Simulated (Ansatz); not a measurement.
Candidates (primitive cells; geometry: cell and atoms relaxed with PBEsol):
A. LiH (Fm-3m), a = b = c = 2.8142 Å, α = β = γ = 60.00°
B. YN (Fm-3m), a = b = c = 3.4339 Å, α = β = γ = 60.00°
C. LiCl (Fm-3m), a = 3.581 Å, b = 3.581 Å, c = 3.581 Å, α = 60.00°, β = 60.00°, γ = 60.00°
D. LiF (Fm-3m), a = 2.8339 Å, b = 2.8339 Å, c = 2.8339 Å, α = 60.00°, β = 60.00°, γ = 60.00°
E. CsH (Fm-3m), a = b = c = 4.4224 Å, α = β = γ = 60.00°

Q: Order them by band gap (lowest first) at the level r2SCAN, rigid bands in Ansatz (an electronic-structure program).

A: B (0.54 eV), E (2.61 eV), A (3.62 eV), C (7.47 eV), D (10.20 eV)

Spin-orbit coupling is left out.

Formula and space group known from diffraction (Crystallography Open Database), not checked to be the room-temperature form: CsH (Fm-3m).
